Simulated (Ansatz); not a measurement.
SnSe2: thickness series

Base system: SnSe₂ in the CdI2 type structure (space group P-3m1, No. 164; a = 3.826 Å, c = 6.231 Å; layered, stacked along the Cartesian z axis).

Free-standing slabs (3 atom(s) a layer) normal to the stacking axis with 15 Å of vacuum; in-plane cell relaxed.

Levels (all Ansatz, an electronic-structure program, PAW): r2SCAN+rVV10 (500 eV, no spin-orbit coupling); HSE06 (420 eV, no SOC).

Band gaps by level, all at the geometries relaxed with r2SCAN+rVV10:

```
case      r2SCAN+rVV10    HSE06
--------  ------------  -------
base           0.94 eV  1.34 eV
1 layer        1.10 eV  1.48 eV
2 layers       1.00 eV  1.37 eV
3 layers       0.99 eV  1.36 eV
```

Single points use the geometry relaxed with r2SCAN+rVV10. HSE06 was sampled on its mesh, a few special points and the semilocal edge points, so its gap is an upper bound. Stability against distortions was not tested.
